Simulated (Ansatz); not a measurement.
**AlN: band gap against strain**

AlN (zinc blende, F-43m, 10.487 Å³/atom at rest, cube axes along x, y and z) under a strain ε along a cube axis (axis z), the other axes held. PBEsol in Ansatz, a plane-wave DFT program (PAW, default set), 420 eV, 13×13×13 Γ-centred mesh, Fermi-Dirac smearing 0.05 eV; ions are relaxed within the symmetry of each cell. Gaps are the smallest over the k-mesh and a band path, without spin-orbit coupling; in all rows the valence edge lies at about 0.0 Å⁻¹ from Γ and the conduction edge at about 1.5 Å⁻¹ from Γ.

Here s stands for strain and Eg for gap.

| strain (%) | gap (eV) |
|---|---|
| -3.00 | ? |
| -1.50 | 3.11 |
| -1.00 | 3.14 |
| -0.50 | 3.17 |
| 0.00 | 3.19 |

Task: Using a straight line, estimate the missing Eg at s = -3.00 from the other rows, showing the fit.

Result: Means: s -0.75000, Eg 3.152. About the means, the sum of products is 0.067500 and the sum of squares of s is 1.2500; the slope is their ratio. Least squares gives Eg = 3.193 + 0.0540·s. Residuals (row less fit): -0.002, 0.001, 0.004, -0.003; standard error 0.004 (degrees of freedom: 2). Over these rows the gap moves by 5.4 ± 0.3 eV per unit strain. At the withheld row, Eg = 3.193 + 0.0540 × (-3.0) = 3.031 eV. The calculation gives 3.04 eV, 0.009 eV above the prediction (6.0 % of the range of Eg in the table). The row lies outside the fitted rows, so this is an extrapolation. The fitted rows scatter only by rounding.

AlN is here a metastable form; wurtzite is the usual one. Rows are the converged runs of the series near zero and its far end; series whose fitted rows scatter by over a few per cent of the range, as at a crossing or softening among them, aren't shown in this form. Most that stay on the fit to the last digits aren't either.
